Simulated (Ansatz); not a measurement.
Consider CrCuO$_{2}$ (space group R-3m, No. 166; a = 2.964 Å, c = 16.920 Å (hexagonal axes); ferromagnetic). Axes: x lies along a and z along c of the hexagonal cell.

All numbers come from PBEsol in Ansatz (plane waves to 420 eV, PAW, spin-orbit coupling left out).

Strains are applied to the cell and any free atomic positions relax; under biaxial strain the out-of-plane vector relaxes too; under stress the whole cell relaxes.

One change was made to it. Results:

```
quantity                 base     after
-------------------  --------  --------
volume per atom      10.73 Å³  10.88 Å³
largest site moment   2.38 μB   2.38 μB
```

Question: Which change produced these results?
(A) biaxial strain −0.26 %, plane normal [001], relaxed out of plane
(B) isotropic strain −0.90 %
(C) uniaxial stress, 5 GPa tension along x
(D) uniaxial stress, 2 GPa compression along x
(E) uniaxial strain ε_xx = +0.27 %

Answer: C, uniaxial stress, 5 GPa tension along x. For comparison, the volume per atom in the other runs: uniaxial stress, 2 GPa compression along x gives 10.67 Å³; biaxial strain −0.26 %, plane normal [001], relaxed out of plane gives 10.69 Å³; isotropic strain −0.90 % gives 10.44 Å³; uniaxial strain ε_xx = +0.27 % gives 10.76 Å³.

Beyond what the load breaks, stability against distortions was not tested. No Hubbard U is applied and the magnetic state is the run's own (CrCuO2 ferromagnetic); other magnetic orders, which need larger cells, were not tried and can change the gap.

Ansatz is a program for electronic structure.
